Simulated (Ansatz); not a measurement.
Calculation: PBE (plane waves to 420 eV, PAW; Ansatz, a first-principles code).

Planar average of the electrostatic potential across the slab, in eV from the Fermi level, for a constructed model of the (111) surface of fcc Ir, (√3x√3)R30° layer of Bi, one a cell, on the site that continues the host's stacking (bottom of the slab: a bare face, its two planes held):

(z (Å), V (eV)): (3.89, 5.50); (4.17, 5.50); (4.44, 5.50); (4.72, 5.50); (5.00, 5.49); (5.28, 5.47); (5.56, 5.43); (5.83, 5.35); (6.11, 5.18); (6.39, 4.81); (6.67, 4.02); (6.94, 2.32); (7.22, -1.64); (7.50, -9.89); (7.78, -18.72); (8.06, -23.63); (8.33, -22.24); (8.61, -15.34); (8.89, -6.51); (9.17, -1.62); (9.44, -3.06); (9.72, -10.45); (10.00, -19.12); (10.28, -24.07); (10.56, -22.91); (10.83, -16.24); (11.11, -7.40); (11.39, -2.18); (11.67, -3.41); (11.94, -10.70); (12.22, -19.26); (12.50, -24.09); (12.78, -22.77); (13.06, -15.99); (13.33, -7.13); (13.61, -1.94); (13.89, -2.94); (14.17, -9.98); (14.44, -18.68); (14.72, -23.91); (15.00, -23.06); (15.28, -16.58); (15.56, -7.71); (15.83, -2.13); (16.11, -2.82); (16.39, -9.64); (16.67, -18.39); (16.94, -23.82); (17.22, -23.24); (17.50, -16.96); (17.78, -8.10); (18.06, -2.29); (18.33, -2.84); (18.61, -9.63); (18.89, -18.32); (19.17, -23.64); (19.44, -22.83); (19.72, -16.30); (20.00, -7.23); (20.28, -0.97); (20.56, 0.31); (20.83, -1.66); (21.11, -5.37); (21.39, -7.80); (21.67, -7.64); (21.94, -4.90); (22.22, -1.06); (22.50, 1.42); (22.78, 2.62); (23.06, 3.21); (23.33, 3.49); (23.61, 3.63); (23.89, 3.70); (24.17, 3.73); (24.44, 3.75); (24.72, 3.76); (25.00, 3.76); (25.28, 3.76); (25.56, 3.76); (25.83, 3.76)

Slab: 19 atoms, 13.7 Å thick at the start with caps and adatoms (thin: gaps and levels are the slab's own); k 9x9x1, smearing 0.1 eV, dipole-corrected; 6 atoms held, the rest relaxed; symmetry of the start imposed; no spin, no spin-orbit, no U. It is one candidate, not shown to be the stable structure of the face.

Task: The surface cell has an area of 19.47 Å². What dipole along the normal does the step between the two vacuum levels imply?

Result: the top vacuum level lies 1.74 eV below the bottom one; p = −ε₀ A ΔV (ε₀ = 0.005526 e/(V·Å)) gives 0.19 e·Å a cell.
